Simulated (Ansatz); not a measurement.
The reference is Ag in the fcc (Cu type) structure (space group Fm-3m, No. 225; a = 4.1483 Å; relaxed with 0.1 eV smearing).

(Cell as relaxed with PBE.)

Levels (all Ansatz, an electronic-structure program, PAW): PBE (420 eV, no spin-orbit coupling); PBEsol (420 eV, no SOC).

Each level relaxes its own structure.

```
base                      PBE    PBEsol
-------------------  --------  --------
volume per atom      17.85 Å³  16.65 Å³
lattice parameter a   4.148 Å   4.054 Å
band gap                 zero      zero
```

The change: an isotropic linear strain of −4.58 %, atoms relaxed at fixed cell.

```json
[
 {"quantity": "pressure", "PBE": "19.2 GPa", "PBEsol": "24.9 GPa"},
 {"quantity": "energy relative to the base (free energy F)", "PBE": "+120 meV/atom", "PBEsol": "+146 meV/atom"}
]
```

PBE's pressure lies 5.76 GPa below PBEsol's; PBE's energy relative to the base lies 26 meV/atom below PBEsol's. Neither level is exact; PBEsol is the comparison here, not a measurement.

Stability against distortions was not tested.
